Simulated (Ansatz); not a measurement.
Consider Al in the fcc (Cu type) structure (space group Fm-3m, No. 225; a = 4.015 Å; relaxed with 0.1 eV smearing). Axes: x, y, z lie along the cube axes.

The values are results of PBEsol (Ansatz, a quantum-chemistry and plane-wave program, PAW, no spin-orbit coupling), not measurements.

For the base:

* **Pressure**: 0.0 GPa
* **Volume per atom**: 16.19 Å³

Modification: tensile biaxial strain of 1.50 % in the plane normal to [001], as in epitaxy on a mismatched substrate; the out-of-plane cell vector and the atoms relax.

Problem. What happens to the energy relative to the base?

Solution. The energy goes up by 2.2 meV/atom.

Problem. What does the calculation give for the pressure after the change?

Solution. The pressure (mean of the normal stresses, compression positive) goes from zero to -1.0 GPa.

Problem. Predict the new volume per atom.

Solution. The volume per atom increases by 0.22 Å³ to 16.41 Å³.

No phonon test of stability was made.
